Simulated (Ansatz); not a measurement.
**Point defects in ZrN**

Start from a 24-atom supercell of ZrN in the rock salt structure (space group Fm-3m, No. 225; a = 4.553 Å) at its relaxed geometry.

One neutral defect a cell, atoms relaxed at fixed cell.

Calculations: PBEsol in Ansatz (plane waves to 420 eV, PAW, without spin-orbit coupling), earlier PAW set.

| variant | largest displacement of a host atom from its site in the perfect cell | pressure |
|---|---|---|
| perfect supercell | – | 0.0 GPa |
| P on a N site, symmetric start | 0.13 Å | 11.3 GPa |
| N interstitial (started 1.97 Å from the nearest host atom), symmetric start | 0.29 Å | 10.7 GPa |
| H interstitial (started 1.97 Å from the nearest host atom), symmetric start | 0.11 Å | 2.5 GPa |
| Li interstitial (started 1.61 Å from the nearest host atom), symmetric start | 0.39 Å | 9.3 GPa |
| Mo on a Zr site | 0.04 Å | -3.9 GPa |

The cell is small, so the values are those of an ordered compound at a high defect concentration; dilute-limit values will differ. Defects with a symmetric start kept the site's symmetry and may sit on a saddle; the others started slightly shaken. All final runs are without spin polarisation. An odd electron count without spin: ZrN, Zr12N13, Zr12HN12 and LiZr12N12.

Ansatz is an electronic-structure program.
